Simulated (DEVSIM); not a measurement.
Structure: abrupt Si n-p junction, at 300 K.

```csv
layer (left to right),material,thickness (μm),Nd (cm⁻³),Na (cm⁻³),τn (s),τp (s)
1,Si,0.370,7.9e16,-,4.3e-7,4.3e-7
2,Si,21.0,-,3.6e17,4.3e-7,4.3e-7
```

Left contact: ohmic. Right contact: ohmic. Voltage is applied to the left contact. Recombination: SRH at mid-gap, Auger. Mobility is constant in doping. Where it depends on doping, it is μmin + (μ − μmin)/(1 + (N/Nref)^α).

This is a model device: material constants are rounded textbook-type values typed into the input, and sizes, dopings and lifetimes were drawn at random. Values at 300 K; Nc and Nv go as T^1.5, mobilities as T to minus their exponent, the gap by Varshni's rule with the affinity fixed. The table also holds parameters that only a changed run uses.

| parameter | Si |
|---|---|
| gap (eV) | 1.124 |
| affinity (eV) | 4.05 |
| permittivity | 11.7 |
| Nc (cm⁻³) | 2.86e19 |
| Nv (cm⁻³) | 3.1e19 |
| μn (cm²/Vs) | 1417 |
| μp (cm²/Vs) | 470 |
| μn,min | 52 |
| μp,min | 45 |
| Nref,n | 9.7e16 |
| Nref,p | 2.2e17 |
| αn | 0.68 |
| αp | 0.72 |
| T exponent of μn | 2.3 |
| T exponent of μp | 2.2 |
| Cn (cm⁶/s) | 2.8e-31 |
| Cp (cm⁶/s) | 9.9e-32 |
| Varshni α (eV/K) | 0.000473 |
| Varshni β (K) | 636 |

Simulated with DEVSIM: 1D drift-diffusion, Boltzmann statistics, complete ionisation; no tunnelling, impact ionisation, image-force lowering or self-heating.

Base results: potential step across the device at zero bias (V) 0.857; dark forward voltage at 1 A/cm² (V) 0.598; largest field in the device at zero bias (V/cm) 130000; dark forward voltage at 100 A/cm² (V) 0.728.

What follows from this one change: doping Nd of layer 1 7.9e+16 → 2.4e+15 cm^-3?

potential step across the device at zero bias 0.857 → 0.766 V; dark forward voltage at 1 A/cm² 0.598 → 0.475 V; largest field in the device at zero bias 130000 → 39000 V/cm; dark forward voltage at 100 A/cm² 0.728 → 0.633 V.

What follows from this one change: temperature 300 → 250 K?

potential step across the device at zero bias 0.857 → 0.925 V; dark forward voltage at 1 A/cm² 0.598 → 0.705 V; largest field in the device at zero bias little changed (130000 V/cm); dark forward voltage at 100 A/cm² 0.728 → 0.812 V.

What follows from this one change: doping-dependent mobility in place of the constant one?

potential step across the device at zero bias little changed (0.857 V); dark forward voltage at 1 A/cm² 0.598 → 0.607 V; largest field in the device at zero bias little changed (130000 V/cm); dark forward voltage at 100 A/cm² 0.728 → 0.745 V.
